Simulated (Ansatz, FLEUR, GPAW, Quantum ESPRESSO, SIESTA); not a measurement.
# One structure in several programs: NiO (Fm-3m, 4 atoms in the cell)

Self-consistent single point.

```
CELL_PARAMETERS angstrom
      4.26945     2.13473     2.13473
      2.13473     4.26945     2.13473
      2.13473     2.13473     4.26945
ATOMIC_POSITIONS crystal
  Ni 0.00000 0.00000 0.00000
  Ni 0.50000 0.50000 0.50000
  O  0.25000 0.25000 0.25000
  O  0.75000 0.75000 0.75000
```
Moments meant for the start (each program seeds them in its own way; μB, in the order of the atoms Ni Ni O O): 2.0 -2.0 0.0 0.0.

All programs got the same cell, k-point mesh and kind of occupations, and the same starting moments (in Ansatz's words: kpoints.mp_grid.grid = 9 9 9; magnetization.spin_polarized = true; scf.occupations.method = fermi_dirac; scf.occupations.width = 0.02 eV); potentials, basis and cutoffs are each program's usual ones.

```json
[
 {"code": "Quantum ESPRESSO", "model": "PBE, PSlibrary PAW (PBE) pseudopotentials", "pressure (GPa)": "-9.18", "gap on the mesh (eV)": "0.943", "k-points": "85", "cutoff": "55 Ry"},
 {"code": "FLEUR", "model": "PBE, all-electron FLAPW (FLEUR), scalar-relativistic valence", "pressure (GPa)": "–", "gap on the mesh (eV)": "0.928", "k-points": "85", "cutoff": "Kmax 4.4 1/bohr"},
 {"code": "GPAW", "model": "PBE, GPAW PAW datasets PBE (gpaw-data 1.0.1)", "pressure (GPa)": "–", "gap on the mesh (eV)": "0.943", "k-points": "85", "cutoff": "900 eV"},
 {"code": "Ansatz", "model": "PBE, default PAW files", "pressure (GPa)": "-10.03", "gap on the mesh (eV)": "0.946", "k-points": "85", "cutoff": "default"},
 {"code": "SIESTA", "model": "GGA PBE, numerical atomic orbitals DZP, PseudoDojo PBE standard norm-conserving potentials (rewritten from UPF to PSML)", "pressure (GPa)": "-10.39", "gap on the mesh (eV)": "0.898", "k-points": "365", "cutoff": "grid 350 Ry"}
]
```

A dash marks a value that a program does not give, or that is left out as unsure.

Gaps are read on the mesh.

The spread over the programs that give each value: pressure within 1.21 GPa; gap on the mesh within 0.048 eV.

The starting cell has typed, rounded lattice constants, without a prior relaxation at this level. Its lattice was rescaled by a random factor within 2.5 % of one. On Ansatz's run: The magnetic order is the one reached from the typed start; others were not searched systematically. In the base run, with a pressure of about -9 GPa the cell is away from its equilibrium volume at this level.

Problem. Why do the programs differ, and what cannot be compared?

Solution. Differences of this kind can come from the potentials, where these differ, and from what each basis and cutoff leave unconverged. The valence holds different numbers of electrons (Quantum ESPRESSO 32, FLEUR 44, GPAW 44, Ansatz (a program for electronic structure) 48, SIESTA 48). The zero of total energies and Fermi levels follows the potentials and each program's conventions, so they are not compared here. SIESTA uses small atom-centred bases, whose incompleteness enters pressures, forces and empty levels differently from a plane-wave cutoff. FLEUR treats all electrons, but the usual bases taken here (sphere radii, linearisation, local orbitals, empty states) were not tested for convergence, so the values are no reference for the others. Ansatz's pressure is given at a fixed set of plane waves, as the other plane-wave codes print theirs; with its correction for the finite basis it is -9.34 GPa (the shift of 0.69 GPa shows how far the cutoff is from converged). The pressure of GPAW is left out: its cutoff lies under the one at which its stress was checked. Site moments depend on each program's spheres or projections; the total moment of the cell does not. The programs reduce the same mesh by symmetry to different extents, which changes the work and not the result.

Left out of this page: ABINIT (stopped by limits of time or memory).

Keys are those of Ansatz 0.2.
